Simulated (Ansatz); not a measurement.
The starting structures come from a database of crystals and need not be the phases stable at ambient conditions.

 Where the default PAW files enter, the runs use the earlier of Ansatz's two default sets.

The decay constant κ of evanescent states in the gap governs leakage through a thin film.

Consider the following.

```
CaZnC2O6
1.0
    4.86603     0.00000     0.00000
    2.43301     4.21411     0.00000
    2.43302     1.40470     5.44404
Ca Zn C O
1 1 2 6
Direct
  0.00000   0.00000   0.00000
  0.50000   0.50000   0.50000
  0.24254   0.24254   0.27238
  0.75746   0.75746   0.72762
  0.27356   0.96409   0.26761
  0.72644   0.03591   0.73239
  0.96409   0.49474   0.26761
  0.03591   0.50526   0.73239
  0.49474   0.27356   0.26761
  0.50526   0.72644   0.73239
```

Space group of this cell: R-3. The cell is taken as given; by r2SCAN its mean pressure is -5.6 GPa.

Transport runs along the normal of the first two printed cell vectors, the (001) plane of the conventional cell.

No gap correction and no spin-orbit coupling; mid-gap values are interpolated between computed energies.

**Question.** Compute, with Ansatz (a program for electronic structure) with r2SCAN, the band gap and the smallest decay constant κ at mid-gap.

**Answer.** Gap 4.64 eV on a 8×8×8 mesh; κ = 0.688 1/Å, at the zone centre.
